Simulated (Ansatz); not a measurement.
Abridged Ansatz (a quantum-chemistry and plane-wave program) output:

```
Pseudopotential: Te, paw, valence charge 16
Pseudopotential: Cd, paw, valence charge 20
Crystal: 2 atoms, lattice volume = 68.315 Å³
Basis set: ecut = 420 eV, 1363 PW (Γ), exchange–correlation on 64×64×64 points (8 copies of the dense FFT grid, shifted against one another)
Bands: 22, of which v1, the nominal top of the filled ones, is band 18 counted from 1 (17 counted from 0)
Symmetry: 24 space group operations
k-points: 16 of 216 (time reversal used)
Functional: x = pbe(κ = 0.804, μ = 0.2195149727645171), c = pbe(β = 0.06672455060314922), warm-up for x = pbe(κ = 0.804, μ = 0.2195149727645171) + 0.25 (exact …
SCF iter   1: F=—  HF=-15235.304534 eV  |F-HF|=—  |Δ(HF+E_count)|=         —  Δρ=1.51e-3  dr2=3.27e-3  ethr=1.77e-3  ⟨swp⟩=8.4  Hψ=1507  notcnv=0
SCF iter   2: F=—  HF=-15235.304043 eV  |F-HF|=—  |Δ(HF+E_count)|=   4.91e-4  Δρ=3.51e-4  dr2=9.52e-5  ethr=2.54e-7  ⟨swp⟩=3.2  Hψ=1785  notcnv=0  defer=3
SCF 1 stopped early in 3 iterations: F = -15235.304135 eV  dr2 = 2.11e-5
Crystal: 2 atoms, lattice volume = 68.315 Å³
Functional: x = pbe(κ = 0.804, μ = 0.2195149727645171) + 0.25 (exact − pbe) at short range (hse, ω = 0.20786987370883472 Å⁻¹), c = pbe(β = 0.06672455060314922); HSE06 as pw.x's `hse` composes it (authors' and Libxc's form: `xc: wpbeh`)
SCF iter   1: F=—  HF=-15243.622840 eV  |F-HF|=—  |Δ(HF+E_count)|=         —  Δρ=5.69e-3  dr2=1.68e-2  ethr=5.85e-7  ⟨swp⟩=8.0  Hψ=1672  notcnv=0
SCF iter   2: F=—  HF=-15243.618559 eV  |F-HF|=—  |Δ(HF+E_count)|=   4.28e-3  Δρ=1.99e-3  dr2=1.88e-3  ethr=5.85e-7  ⟨swp⟩=4.0  Hψ=1199  notcnv=0
SCF 2 stopped early in 6 iterations: F = -15243.625907 eV  dr2 = 1.33e-6
Crystal: 2 atoms, lattice volume = 68.315 Å³
SCF iter   1: F=—  HF=-15243.626053 eV  |F-HF|=—  |Δ(HF+E_count)|=         —  Δρ=4.68e-5  dr2=1.02e-6  ethr=9.98e-7  ⟨swp⟩=3.8  Hψ=752  notcnv=0
SCF iter   2: F=—  HF=-15243.626053 eV  |F-HF|=—  |Δ(HF+E_count)|=   2.28e-8  Δρ=1.84e-5  dr2=1.98e-7  ethr=2.73e-9  ⟨swp⟩=3.9  Hψ=980  notcnv=0
SCF 3 converged in 3 iterations: F = -15243.626053 eV  dr2 = 2.95e-8
Free energy (F): -15243.626054 eV
Internal energy: -15243.626054 eV  (E = F + TS)
E sigma→0 (E₀):  -15243.626054 eV
Fermi energy:    7.739444 eV
```

Q: What was computed, and what are the main results?

A: CdTe, 2 atoms in the cell, with Ansatz, HSE06, PAW, cutoff 420 eV, no SOC. The last SCF converged to F = -15243.626054 eV, or -7621.8130 eV per atom. The total energy compares only with runs of the same code, potentials and settings.

Single points use the geometry relaxed with PBEsol. Spin-orbit coupling, missing from the scalar runs, can matter with Te. No phonon test of stability was made. The cell is CdTe in the zinc blende structure (space group F-43m, No. 216).
